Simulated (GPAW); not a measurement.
Worked example: self-consistent single point of BaIn₄ (I4/mmm, 5 atoms in the cell) in GPAW.

Level of theory: PBEsol, GPAW PAW datasets PBEsol (made by gpaw-setup) (plane waves; GPAW).

The change in words: lattice scaled by 0.98. Reference geometry:
```
CELL_PARAMETERS angstrom
     -2.57318     2.57318     6.17382
      2.57318    -2.57318     6.17382
      2.57318     2.57318    -6.17382
ATOMIC_POSITIONS crystal
  Ba 0.00000 0.00000 0.00000
  In 0.75000 0.25000 0.50000
  In 0.25000 0.75000 0.50000
  In 0.61779 0.61779 0.00000
  In 0.38221 0.38221 0.00000
```

Reference input (self-consistent single point, DFT PBEsol, plane waves, GPAW PAW datasets PBEsol (made by gpaw-setup)): mode = pw; ecut = 600 eV; xc = PBEsol; kpts = 5 5 5; mesh shift (steps) = 0 0 0; occupations.name = methfessel-paxton; occupations.width = 0.272 eV; occupations.order = 0; nbands = -11; convergence.forces = 0.001 eV/Å; symmetry.symmorphic = false; symmetry.tolerance = 0.0005. This run's input differs from it in these lines:

```diff
@@ -5,5 +5,5 @@
 atoms = Atoms(['Ba', 'In', 'In', 'In', 'In'],
-              cell=[[-2.573184, 2.573184, 6.173825],
-                    [2.573184, -2.573184, 6.173825],
-                    [2.573184, 2.573184, -6.173825]],
+              cell=[[-2.521720, 2.521720, 6.050348],
+                    [2.521720, -2.521720, 6.050348],
+                    [2.521720, 2.521720, -6.050348]],
               scaled_positions=[[0.000000, 0.000000, 0.000000],
```

Output (repeated stretches shortened):

```
     iter     time        total  log10-change:
                         energy   eigst   dens  force
iter:   1 --:--:--   -17.137132
iter:   2 --:--:--   -17.205199   -1.12  -1.41
iter:   3 --:--:--   -16.988425   -1.99  -1.45
iter:   4 --:--:--   -17.018025   -2.32  -1.71
iter:   5 --:--:--   -16.971040   -3.11  -2.10
iter:   6 --:--:--   -16.970949   -4.11  -2.58
iter:   7 --:--:--   -16.967839c  -3.96  -2.64
iter:   8 --:--:--   -16.967522c  -4.58  -3.05
iter:   9 --:--:--   -16.967501c  -6.06  -3.22
iter:  10 --:--:--   -16.967408c  -4.84  -3.24
iter:  11 --:--:--   -16.967336c  -5.77  -3.51
iter:  12 --:--:--   -16.967330c  -6.68  -3.81
iter:  13 --:--:--   -16.967325c  -6.49  -3.93
iter:  14 --:--:--   -16.967327c  -7.31  -4.17c
iter:  15 --:--:--   -16.967326c  -7.87c -4.16c
iter:  16 --:--:--   -16.967325c  -7.43c -4.19c -2.64
iter:  17 --:--:--   -16.967325c  -8.34c -4.29c -2.86
iter:  18 --:--:--   -16.967324c  -7.65c -4.32c -2.14
iter:  19 --:--:--   -16.967325c  -7.94c -4.50c -2.60
iter:  20 --:--:--   -16.967325c  -9.28c -4.60c -2.95
iter:  21 --:--:--   -16.967324c  -9.06c -4.63c -2.94
iter:  22 --:--:--   -16.967323c  -8.54c -4.66c -2.74
iter:  23 --:--:--   -16.967323c  -9.71c -5.27c -3.19c
Converged after 23 iterations.

Dipole moment: (0.000000, -0.000000, -0.000000) |e|*Ang

Energy contributions relative to reference atoms: (reference = -860801.164918)

Kinetic:        +33.931138
Potential:      -28.789418
External:        +0.000000
XC:             -22.741360
Entropy (-ST):   -0.052372
Local:           +0.658503
SIC:             +0.000000
--------------------------
Free energy:    -16.993509
Extrapolated:   -16.967323

Showing only first 2 kpts
 Kpt  Band  Eigenvalues  Occupancy
  0    29      4.77474    2.00000
  0    30      6.60532    1.53181
  0    31      7.30052    0.00386
  0    32      7.30053    0.00386

  1    29      5.56993    2.00000
  1    30      5.62830    2.00000
  1    31      7.40501    0.00060
  1    32      8.49766    0.00000

Fermi level: 6.74484

No gap
   [... lines left out ...]
Energy (eV): -16.967323

Forces in eV/Ang:
  0 Ba   -0.00000   -0.00000    0.00000
  1 In    0.00000    0.00000    0.00000
  2 In    0.00000    0.00000    0.00000
  3 In   -0.00000   -0.00000    0.01653
  4 In    0.00000   -0.00000   -0.01653

Stress tensor:
     0.013173     0.000000    -0.000000
     0.000000     0.013173     0.000000
    -0.000000     0.000000     0.010013
Stress (GPa, Voigt): [ 2.1106  2.1106  1.6042  0.     -0.      0.    ]
```

The run converged in 23 iterations. GPAW prints stress with tension positive. Against the reference run the free energy falls by 33.4 meV/atom, the pressure goes from -3.61 to -1.94 GPa and the largest force goes from 0.065 to 0.017 eV/Å.

The starting cell comes from a database of computed structures (which also holds hypothetical and non-ambient phases and stackings), without a prior relaxation at this level. Its lattice was rescaled by a random factor within 2.5 % of one. For this run, on top of that: lattice scaled by 0.98.

Cost on one core of a shared machine: roughly 2 min.
